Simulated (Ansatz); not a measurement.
The starting structures come from a database of crystals and need not be the phases stable at ambient conditions.

Input:

```yaml
crystal:
  lattice:
    - [3.86549, 0.00000, 0.00000]
    - [0.00000, 5.45561, 0.00000]
    - [0.00000, 0.00000, 3.86549]
  atoms:
    - { symbol: Al, position: [0.50000, 0.50000, 0.50000] }
    - { symbol: Ga, position: [0.00000, 0.00000, 0.00000] }
    - { symbol: P, position: [0.50000, 0.74961, 0.00000] }
    - { symbol: P, position: [0.00000, 0.25039, 0.50000] }
```

Space group of this cell: P-4m2. The cell is taken as given.

The numbers are results of PBEsol (plane waves, PAW; Ansatz, a first-principles code), not measurements.

The current runs along the normal of the first two printed vectors; no spin-orbit coupling. Scaled by the factor s: all lengths (ions clamped). Meshes 8×6×8 and 8×6 across the current in all rows.

```json
[
 {"s": "0.98", "mean pressure (GPa)": "5.5", "band gap (eV)": "1.36"},
 {"s": "1.00", "mean pressure (GPa)": "-0.3", "band gap (eV)": "1.49"},
 {"s": "1.02", "mean pressure (GPa)": "-4.7", "band gap (eV)": "?"}
]
```

**Question.** Take the slope of the band gap against ln s from the two given rows, extrapolate to s = 1.02, and say what the run there gives.

**Answer.** Slope = (1.36 − 1.49) / ln 0.98 = 6.43 eV. The line gives 1.49 + (6.43) × ln 1.02 = 1.62 eV. The run gives 1.47 eV, 0.15 eV under the line, 116 % of the predicted step.
